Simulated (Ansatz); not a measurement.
A self-consistent single point of BaCdSbF (P4mm, 8 atoms in the cell) with Ansatz (an electronic-structure program).

Level of theory: LDA (PW92), default PAW files made with PBE (plane waves; Ansatz).

```xyz
8
Lattice="4.6095 0.0000 0.0000 0.0000 4.6095 0.0000 0.0000 0.0000 9.7573" Properties=species:S:1:pos:R:3 pbc="T T T"
Ba     0.0000     2.3047     6.2995
Ba     2.3047     0.0000     3.5079
Cd     2.3047     2.3047     0.0000
Cd     0.0000     0.0000     0.0000
Sb     0.0000     2.3047     1.8013
Sb     2.3047     0.0000     7.9560
F      2.3047     2.3047     4.8787
F      0.0000     0.0000     4.8787
```

Reference input (self-consistent single point, DFT, LDA (PW92), plane waves, default PAW files made with PBE): basis.ecutwfc = 30.9 Ry; kpoints.mp_grid.grid = 6 6 3; hamiltonian.xc = lda; hamiltonian.pseudopotentials = {kind: paw} (the program's default PAW files); scf.occupations.method = fermi_dirac; scf.occupations.width = 0.0015 Ry. This run's input differs from it in these lines:

Ansatz 0.2 input:
```diff
@@ -18,3 +18,3 @@
 kpoints:
-  mp_grid: { grid: [6, 6, 3] }
+  mp_grid: { grid: [9, 9, 5], shift: [0.5, 0.5, 0.5] }
 hamiltonian:
```

The program printed (abridged):

```
SCF iter   1: F=—  HF=-42063.212304 eV  |F-HF|=—  |Δ(HF+E_count)|=         —  Δρ=1.05e-2  dr2=1.70e-1  ethr=1.77e-3  ⟨swp⟩=8.8  Hψ=12607  notcnv=0  defer=9
all-band conjugate gradients solve this SCF's bands
preconditioner: auto → Resta (q_TF=auto, 2.432 Å⁻¹)
SCF iter   2: F=—  HF=-42063.168880 eV  |F-HF|=—  |Δ(HF+E_count)|=   4.34e-2  Δρ=3.60e-3  dr2=1.19e-2  ethr=1.63e-4  ⟨swp⟩=2.4  Hψ=5899  notcnv=0  defer=258
   [... lines left out ...]
SCF iter   5: F=—  HF=-42063.166463 eV  |F-HF|=—  |Δ(HF+E_count)|=   1.84e-5  Δρ=9.15e-5  dr2=1.76e-5  ethr=2.36e-7  ⟨swp⟩=2.0  Hψ=3276  notcnv=0  defer=258
SCF iter   6: F=—  HF=-42063.166619 eV  |F-HF|=—  |Δ(HF+E_count)|=   1.56e-4  Δρ=3.04e-5  dr2=1.74e-6  ethr=1.69e-8  ⟨swp⟩=2.0  Hψ=4911  notcnv=0  defer=258
SCF iter   7: F=—  HF=-42063.166619 eV  |F-HF|=—  |Δ(HF+E_count)|=   9.46e-8  Δρ=6.01e-6  dr2=1.00e-7  ethr=1.67e-9  ⟨swp⟩=2.0  Hψ=4824  notcnv=0  defer=258
SCF iter   8: F=-42063.166619 eV  HF=-42063.166619 eV  |F-HF|=1.05e-9  |Δ(HF+E_count)|=   1.37e-8  Δρ=1.68e-6  dr2=6.05e-9  ethr=9.62e-11  ⟨swp⟩=11.6  Hψ=14476  notcnv=0
SCF 1 converged in 8 iterations: F = -42063.166619 eV  dr2 = 6.05e-9
Free energy (F): -42063.166619 eV
Internal energy: -42063.166619 eV  (E = F + TS)
E sigma→0 (E₀):  -42063.166619 eV
Entropy (-TS):   -0.000000 eV (-0.000 meV/atom)
Fermi energy:    9.711818 eV
--- Forces (eV/Å), atoms counted from 1 ---
  atom   1  Ba     0.00000000     0.00000000    -0.39196760
  atom   2  Ba    -0.00000000     0.00000000     0.29881704
  atom   3  Cd    -0.00000000     0.00000000     0.02899689
  atom   4  Cd     0.00000000     0.00000000     0.02899689
  atom   5  Sb    -0.00000000     0.00000000    -0.13530651
  atom   6  Sb     0.00000000     0.00000000     0.09082704
  atom   7  F     -0.00000000     0.00000000     0.03981724
  atom   8  F      0.00000000     0.00000000     0.03981724
--- Stress (GPa, compression-positive) ---
       -3.940863       0.000000       0.000000
        0.000000      -3.940863       0.000000
        0.000000       0.000000      -3.261721
  P = ⅓ Tr σ = -3.7145 GPa (-37.145 kbar)
  The stress holds the Pulay correction. Without it, at fixed plane waves, as pw.x and ABINIT print it: P = -3.8901 GPa
```

The run converged in 8 iterations. Against the reference run the free energy goes down by 2.1 meV/atom, the pressure moves little (-3.72 to -3.71 GPa), the largest force moves little (0.386 to 0.392 eV/Å) and the gap on the mesh goes from 0.126 to 0.575 eV.

The starting cell comes from a database of computed structures (which also holds hypothetical and non-ambient phases and stackings), without a prior relaxation at this level. Its lattice was rescaled by up to half a per cent. One atom was moved a little off its site on purpose. Spin-orbit coupling is off. Ansatz's pressure includes its estimate of the finite-basis (Pulay) stress. Another mesh or the band path of this cell gives a smaller gap, so this value is not converged in the mesh.

Cost on one core of a shared machine: roughly 40 s.
